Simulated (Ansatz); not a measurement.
Input:

```
CELL_PARAMETERS angstrom
      4.15041     0.00000     0.00000
      0.00000     4.15041     0.00000
      0.00000     0.00000     4.15041
ATOMIC_POSITIONS crystal
  La 0.00000 0.00000 0.00000
  Pd 0.50000 0.00000 0.50000
  Pd 0.00000 0.50000 0.50000
  Pd 0.50000 0.50000 0.00000
```

Calculation: PBEsol, DFPT electron-phonon coupling, linearised Boltzmann equation (plane waves, PAW, scalar-relativistic; Ansatz, a program for electronic structure). Cell: relaxed with this functional, without spin-orbit coupling.

Question: What phonon-limited resistivity does this give at 300 K?

Answer: 7.5 μΩ·cm.

Question: And the electrons' mean free path at that temperature?

Answer: 26 nm, weighted by the current that each state carries. Wires not much wider than this gain resistivity from their walls.

A metal at this level (no band gap). Only scattering by harmonic phonons is included (no impurities, grain boundaries, electron-electron scattering or thermal expansion). Spin-orbit coupling is left out. The squared frequency of the phonon mode least converged on the k mesh is uncertain by about 11 %. Halving the electron mesh (20x20x20) moves the resistivity by up to 5 % at 300 K, the mean free path by up to 6 %. Smearing 0.20 eV; phonons on a 4x4x4 q mesh, which this run doesn't test.

Formula and space group known from diffraction (Crystallography Open Database), not checked to be the room-temperature form: LaPd3 (Pm-3m).
